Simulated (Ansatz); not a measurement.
We consider HgTe (P3₂21, No. 154, 6 atoms in the cell; start mp-1071269; a measured phase of this formula has another space group), described by HSE06+SOC in Ansatz (plane waves, PAW).

Numerical settings: plane-wave cutoff 460 eV, 6×6×2 k mesh (along the axes of the cell as run), Fermi–Dirac smearing 0.01 eV, PAW data made under PBE.

Cell (relaxed with PBEsol):

```
HgTe
1.0
    4.51226     0.00000     0.00000
   -2.25613     3.90773     0.00000
    0.00000     0.00000    10.15656
Hg Te
3 3
Direct
  0.64339   0.64339   0.00000
  0.35661   0.00000   0.66667
  0.00000   0.35661   0.33333
  0.54128   0.54128   0.50000
  0.45872   0.00000   0.16667
  0.00000   0.45872   0.83333
```

### Question
Predict the band gap and smallest direct gap on the k points sampled.

### Answer

band gap: 0.71 eV (indirect)
smallest direct gap on the k points sampled: 0.79 eV

Note: cell and atoms aren't relaxed at this level (largest force component 0.19 eV/Å, pressure 1.3 GPa).

The computed numbers hold no vibrational or temperature effects.

A start named mp-… is a Materials Project structure, which need not be a measured phase.

Ansatz is an electronic-structure program.
